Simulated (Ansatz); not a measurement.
A computed series for TiC: response to strain

The parent structure is TiC in the rock salt structure (space group Fm-3m, No. 225; relaxed with 0.1 eV smearing).

```
TiC
1.0
    0.00000     2.14668     2.14668
    2.14668     0.00000     2.14668
    2.14668     2.14668     0.00000
Ti C
1 1
Cartesian
  0.00000   0.00000   0.00000
  2.14668   2.14668   2.14668
```

Cartesian axes are those of the cell as printed.

Strains are applied to the cell and any free atomic positions relax; under biaxial strain the out-of-plane vector relaxes too; under stress the whole cell relaxes.

Method: PBEsol (Ansatz, a program for electronic structure; PAW; 420 eV plane waves; no SOC).

Notes on the quantities. energy relative to the base: free energy F; pressure: mean of the normal stresses, compression positive.

```json
[
 {"change": "base", "energy relative to the base": "0 meV/atom", "pressure": "0.0 GPa", "space group": "Fm-3m (No. 225)", "volume per atom": "9.89 Å³"},
 {"change": "biaxial strain +2.90 %, plane normal [111], relaxed out of plane", "energy relative to the base": "+27 meV/atom", "pressure": "-9.7 GPa", "space group": "R-3m (No. 166)", "volume per atom": "10.29 Å³"},
 {"change": "uniaxial strain ε_zz = −0.52 %", "energy relative to the base": "+0.5 meV/atom", "pressure": "1.4 GPa", "space group": "I4/mmm (No. 139)", "volume per atom": "9.84 Å³"},
 {"change": "uniaxial strain ε_zz = +3.59 %", "energy relative to the base": "+19 meV/atom", "pressure": "-8.2 GPa", "space group": "I4/mmm (No. 139)", "volume per atom": "10.25 Å³"},
 {"change": "uniaxial stress, 2 GPa tension along x", "energy relative to the base": "+0.2 meV/atom", "pressure": "–", "space group": "I4/mmm (No. 139)", "volume per atom": "9.92 Å³"}
]
```

Beyond what the load breaks, stability against distortions was not tested. The base started in Pnma and relaxed to Fm-3m at this level. The final runs are not spin-polarised.
